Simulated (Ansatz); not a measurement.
**ZrC, pressure series**

Start from ZrC in the rock salt structure (space group Fm-3m, No. 225).

ZrC is modelled in the cubic space group Fm-3m (No. 225), the rock salt structure, Pearson symbol cF8. Lattice parameters: a = 4.7087 Å, b = 4.7087 Å, c = 4.7087 Å, α = 90.00°, β = 90.00°, γ = 90.00°. Zr on 4a sees 6 C at 2.354 Å (octahedral). C on 4b sees 6 Zr at 2.354 Å (octahedral). (Neighbours: up to the widest gap in distance over summed covalent radii, below 1.35, at either atom; cation-cation and far metal-metal contacts left out.)
(The calculation used a cell of 2 atoms; values per cell refer to that cell.)

Cell and atoms are relaxed at each pressure.

Method: PBE, PAW, 420 eV (Ansatz, a program for electronic structure; scalar-relativistic without spin-orbit coupling).

Notes on the quantities. enthalpy: H = E + PV relative to the base's energy.

| change | enthalpy | shortest interatomic distance |
|---|---|---|
| base | – | 235.4 pm |
| pressure −2 GPa | -0.16 eV/atom | 236.2 pm |
| pressure −1 GPa | -0.08 eV/atom | 235.8 pm |
| pressure 0.9 GPa | +0.07 eV/atom | 235.1 pm |
| pressure 2.1 GPa | +0.17 eV/atom | 234.7 pm |
| pressure 4.5 GPa | +0.36 eV/atom | … |
| pressure 9 GPa | +0.72 eV/atom | 232.5 pm |
| pressure 15 GPa | +1.18 eV/atom | 230.8 pm |
| pressure 22.5 GPa | +1.75 eV/atom | 228.8 pm |
| pressure 30 GPa | +2.31 eV/atom | 227.1 pm |

Task: What belongs in the blanks?

Result: 
- pressure 4.5 GPa, shortest interatomic distance: 233.9 pm

Load acts through the strain it causes; cell and atoms are relaxed under it. Whether these cells are dynamically stable was not tested. No other phases were tried under pressure. The final runs are not spin-polarised.
